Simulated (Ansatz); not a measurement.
CdSe (model structure, started from the BN type, Pm-3n, No. 223, 12 atoms in the cell), treated with PBEsol (Ansatz, a program for electronic structure, plane waves, PAW).

Run with plane-wave cutoff 520 eV, 6×6×6 k mesh, Fermi–Dirac smearing 0.01 eV, scalar-relativistic PAW data made under PBE.

Cell (relaxed at this level):

```yaml
crystal:
  lattice:
    - [7.48490, 0.00000, 0.00000]
    - [0.00000, 7.48490, 0.00000]
    - [0.00000, 0.00000, 7.48490]
  atoms:
    - { symbol: Cd, position: [0.25000, 0.00000, 0.50000] }
    - { symbol: Cd, position: [0.50000, 0.25000, 0.00000] }
    - { symbol: Cd, position: [0.50000, 0.75000, 0.00000] }
    - { symbol: Cd, position: [0.75000, 0.00000, 0.50000] }
    - { symbol: Cd, position: [0.00000, 0.50000, 0.75000] }
    - { symbol: Cd, position: [0.00000, 0.50000, 0.25000] }
    - { symbol: Se, position: [0.25000, 0.50000, 0.00000] }
    - { symbol: Se, position: [0.00000, 0.25000, 0.50000] }
    - { symbol: Se, position: [0.00000, 0.75000, 0.50000] }
    - { symbol: Se, position: [0.75000, 0.50000, 0.00000] }
    - { symbol: Se, position: [0.50000, 0.00000, 0.75000] }
    - { symbol: Se, position: [0.50000, 0.00000, 0.25000] }
```

**Question.** Give the computed band gap.

**Answer.** 
* **band gap**: 0.69 eV

Note: the relaxation could raise the start's symmetry but not lower it, so the cell can be a saddle point.

Spin–orbit coupling is not included.

The computed numbers hold no vibrational or temperature effects.

Cost on a shared machine: around 80 core-seconds (rough).

A model structure was made by putting elements into a prototype or built by hand; it is no filed structure, need not be a known phase, and can be a saddle point held by its symmetry.
